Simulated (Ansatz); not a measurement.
Zinc-blende BeS was calculated with HSE06-D3(BJ) (Ansatz, a first-principles code, plane waves, PAW).

Settings: plane-wave cutoff 460 eV, 10×10×10 k mesh, Fermi–Dirac smearing 0.01 eV, scalar-relativistic PAW data made under PBE.

The cell is scaled about its equilibrium volume:

```tsv
V (Å³/atom)	P (GPa)	direct gap at Γ (eV)	smallest gap on the k mesh (eV)
13.060	6.37	6.815	3.835
13.403	3.18	6.835	3.905
13.747	0.35	6.852	3.970
14.223	-3.07	6.869	4.052
14.435	-4.41	6.874	4.086
```

The fundamental gap (3.98 eV at the equilibrium volume, on the SCF mesh) lies elsewhere than Γ–Γ.
